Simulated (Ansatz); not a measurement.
## zinc-blende ZnSe: the defect H interstitial started on Se

Method: PBE, PAW (plane waves to 420 eV; Ansatz, a program for electronic structure). Cell: 64 sites, 2×2×2 repeats of a cell of 8 atoms; final energies on a 2×2×2 shifted mesh. Site at the start: bound to Se, open side. Energies of charged states are corrected for periodic images (point charge plus alignment at distant sites). Dielectric constants: PBE linear response of the host. Host gap at this level: 1.15 eV. These values are not converged in cell size to better than tenths of an eV. PBE underestimates the host's gap, which shifts levels and can delocalise carriers. Spin–orbit coupling is left out. Each state is the lowest found from its start.

The name describes the start; the neighbours show where the atoms ended.

Charges with a result: +1, 0, −1. Others weren't obtained, and one of them could lie lower, also by skipping a charge.

```csv
charge,moment (μB),largest move off a lattice site (Å),neighbours of the last H atom of the defect at the end (Å),image correction with alignment (eV)
+1,not spin-polarised,0.59,"Se 1.49, Zn 2.68, Zn 2.69, Zn 2.69, Se 2.83, Se 2.84, Se 2.84",0.16
0*,quenched,0.54,"Se 1.49, Zn 2.69, Zn 2.69, Zn 2.69, Se 2.83, Se 2.83, Se 2.84",–
−1,not spin-polarised,0.66,"Zn 1.75, Zn 1.76, Zn 2.59, Zn 2.59",0.13
```

* At this level the carrier isn't localised at the defect: at charge 0 electrons occupy the conduction band. Such a state is shallow or no state of the defect, and this cell gives it no level.

Starting moments that weren't kept: charge 0 began with 1 μB and ended with 0.0.

Not the lowest form: the same atoms on another site or from another start ended lower, by 0.19 eV at charge +1.

Flagged in the runs: a strain field that reaches the edge of the cell.
